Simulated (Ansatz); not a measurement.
Formation energies of neutral defects against the elements (graphite for carbon, diatomic gases, S8), in zinc-blende BAs (eV), each at one geometry relaxed with PBE and evaluated in Ansatz (a first-principles code) with PBE, r2SCAN. Cell and caveats: 64-site cell; 2×2×2 shifted k-points; no spin–orbit coupling; finite-size errors of tenths of an eV; flagged in the runs: for some of the defects a doubtful potential alignment.

```json
[
 {"defect": "Bi on the As site", "PBE": "2.50", "r2SCAN": "2.48"},
 {"defect": "In on the B site", "PBE": "3.05", "r2SCAN": "2.72"},
 {"defect": "Al on the B site", "PBE": "1.06", "r2SCAN": "0.83"},
 {"defect": "Si on the B site", "PBE": "2.31", "r2SCAN": "2.39"},
 {"defect": "N on the As site", "PBE": "1.43", "r2SCAN": "1.77"}
]
```

PBE less r2SCAN: over the 5 rows with both numbers (drawn at random from the settled rows of this host; unsettled states are left out), mean 0.03 eV, median 0.02 eV, mean size 0.20 eV, from -0.34 to 0.33 eV.
